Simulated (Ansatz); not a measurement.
## WC, response to strain

Base system: WC (space group P-6m2, No. 187; a = 2.8843 Å, c = 2.8115 Å; relaxed with 0.1 eV smearing). Axes: x lies along a and z along c of the hexagonal cell.

Strains are applied to the cell and any free atomic positions relax; under biaxial strain the out-of-plane vector relaxes too.

Level of theory: LDA (Ansatz, a program for electronic structure), no spin-orbit coupling.

Candidates:
(a) biaxial strain −1.00 %, plane normal [001], relaxed out of plane
(b) biaxial strain −0.50 %, plane normal [001], relaxed out of plane
(c) biaxial strain +0.50 %, plane normal [001], relaxed out of plane
(d) biaxial strain −1.50 %, plane normal [001], relaxed out of plane
(e) biaxial strain +1.00 %, plane normal [001], relaxed out of plane

Problem. Order them by out-of-plane strain, lowest first.

Solution. (e) biaxial strain +1.00 %, plane normal [001], relaxed out of plane (-0.38 %), (c) biaxial strain +0.50 %, plane normal [001], relaxed out of plane (-0.19 %), (b) biaxial strain −0.50 %, plane normal [001], relaxed out of plane (+0.19 %), (a) biaxial strain −1.00 %, plane normal [001], relaxed out of plane (+0.39 %), (d) biaxial strain −1.50 %, plane normal [001], relaxed out of plane (+0.60 %)

No phonon test of stability was made. The final runs are not spin-polarised.
